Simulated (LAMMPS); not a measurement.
LAMMPS 22 Jul 2025, classical MD, SNAP (Si_Zuo_JPCA2020.snapcoeff): Si, 1000 atoms.

task: MD, nve
potential: SNAP, Si_Zuo_JPCA2020.snapcoeff Si_Zuo_JPCA2020.snapparam
copies of the repeat unit: 5×5×5
shape (slab and sphere leave vacuum in the box): bulk
steps: 400
timestep: 1 fs
thermo: 50
newton: on (default)
atom_modify sort (bins of 2 Å where set): 1000 (default)
comm_style: brick (default)
box: 27.2 × 27.2 × 27.2 Å
start: generated diamond lattice, warmed in an untimed run

All runs start from one configuration, warmed at this fixed volume for 300 steps under a thermostat at 900 K. The run at a skin of 2 Å has a mean temperature of 894 K and a mean pressure of 2.3 GPa.

Each setting ran once; only counts and results are compared.

With neigh_modify every 1 delay 0 check yes, skins of 0.1, 0.3, 0.5, 1, 1.5, 2, 3 Å were run. Further schedules:
- skin 0.3 Å, every 10 delay 0 check yes
- skin 1 Å, every 100 delay 0 check no
- skin 0.3 Å, every 20 delay 0 check no
- skin 0.3 Å, every 100 delay 0 check no
- skin 2 Å, every 1 delay 10 check yes
- skin 1 Å, every 20 delay 0 check no
- skin 1 Å, every 10 delay 0 check yes

A schedule rebuilds too seldom if it shows a dangerous build, rebuilds less often than the check at every step does at that skin, or fails.

Question: How often does the distance check rebuild the lists at each skin, and which schedules rebuild too seldom?

Answer: With the check at every step the rebuilds are 138 at 0.1 Å, 53 at 0.3 Å, 32 at 0.5 Å, 15 at 1 Å, 7 at 1.5 Å, 0 at 2 Å, 0 at 3 Å. Too seldom: skin 0.3 Å, every 10 delay 0 check yes; skin 1 Å, every 100 delay 0 check no; skin 0.3 Å, every 20 delay 0 check no; skin 0.3 Å, every 100 delay 0 check no; skin 1 Å, every 10 delay 0 check yes.

```
setting                                 rebuilds  dangerous builds  list entries an atom  change of the total energy (meV/atom)
--------------------------------------  --------  ----------------  --------------------  -------------------------------------
skin 0.1 Å, every 1 delay 0 check yes        138                 —                  28.0                                +0.0077
skin 0.3 Å, every 1 delay 0 check yes         53                 —                  28.7                                +0.0077
skin 0.5 Å, every 1 delay 0 check yes         32                 —                  30.5                                +0.0077
skin 1 Å, every 1 delay 0 check yes           15                 —                  39.3                                +0.0077
skin 1.5 Å, every 1 delay 0 check yes          7                 —                  48.0                                +0.0077
skin 2 Å, every 1 delay 0 check yes            0                 —                  70.9                                +0.0077
skin 3 Å, every 1 delay 0 check yes            0                 —                   102                                +0.0077
skin 0.3 Å, every 10 delay 0 check yes        40                40                  28.7                                +0.0077
skin 1 Å, every 100 delay 0 check no           4       not counted                  39.3                                +0.0079
skin 0.3 Å, every 20 delay 0 check no         20       not counted                  28.7                                +0.0091
skin 0.3 Å, every 100 delay 0 check no         4       not counted                  28.7                                 +0.023
skin 2 Å, every 1 delay 10 check yes           0                 0                  70.9                                +0.0077
skin 1 Å, every 20 delay 0 check no           20       not counted                  39.3                                +0.0077
skin 1 Å, every 10 delay 0 check yes          13                 0                  39.3                                +0.0077
```

Where the energy changes as in the checked runs, the late rebuilds cost nothing that shows in this run. List entries are as LAMMPS prints them (Ave neighs/atom).
